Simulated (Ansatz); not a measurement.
Base system: Ta in the bcc (W type) structure (space group Im-3m, No. 229; relaxed with 0.1 eV smearing).

```
Ta
1.0
   -1.65304     1.65304     1.65304
    1.65304    -1.65304     1.65304
    1.65304     1.65304    -1.65304
Ta
1
Direct
  0.00000   0.00000   0.00000
```

Cartesian axes are those of the cell as printed.

The values are results of Ansatz (a program for electronic structure) r2SCAN, spin-orbit coupling left out, not measurements.

It is then changed as follows: an isotropic linear strain of −3.00 %, atoms relaxed at fixed cell.

Task: Predict the stress tensor and what it implies for the stiffness.

Result: Stress of the strained cell less that of the base (GPa, compression positive):
```
   21.7     0.0     0.0
    0.0    21.7     0.0
    0.0     0.0    21.7
```

Then B = −ΔP/(ΔV/V₀) with ΔV/V₀ = -0.0873 gives secant stiffness values (nonlinear terms included at this strain): B ≈ 249 GPa.

As a check, the harmonic strain energy −½ V₀ Δσ:ε is 110 meV/atom; the computed energy rise is 100 meV/atom.

No phonon test of stability was made. The final runs are not spin-polarised.
